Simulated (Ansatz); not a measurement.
**Lu3SnC: pressure series**

Take Lu₃SnC in the anti-perovskite structure (space group Pm-3m, No. 221; a = 4.684 Å; a cell from a computed database, its experimental status unchecked) as the base.

Cell and atoms are relaxed at each pressure.

The values are results of PBEsol (Ansatz, an electronic-structure program), without spin-orbit coupling, not measurements.

Two rows of this table had their results exchanged by mistake.

| pressure | volume per atom (Å³) | shortest distance (Å) | band gap |
|---|---|---|---|
| pressure −2 GPa | 21.00 | 2.359 | zero |
| pressure −1 GPa | 20.77 | 2.350 | zero |
| pressure 3 GPa | 19.97 | 2.320 | zero |
| pressure 7 GPa | 19.30 | 2.293 | zero |
| pressure 15 GPa | 13.27 | 2.024 | zero |
| pressure 30 GPa | 16.76 | 2.188 | zero |
| pressure 50 GPa | 15.41 | 2.127 | zero |
| pressure 75 GPa | 14.20 | 2.071 | zero |
| pressure 100 GPa | 18.22 | 2.250 | zero |

Problem. Which two?

Solution. The rows for pressure 15 GPa and pressure 100 GPa: the volume has to fall steadily with pressure, so 18.22 Å³ belongs to pressure 15 GPa and 13.27 Å³ to pressure 100 GPa.

Load acts through the strain it causes; cell and atoms are relaxed under it. Stability against distortions was not tested. Competing high-pressure phases were not computed. The final runs are not spin-polarised. An odd electron count without spin: Lu3SnC.
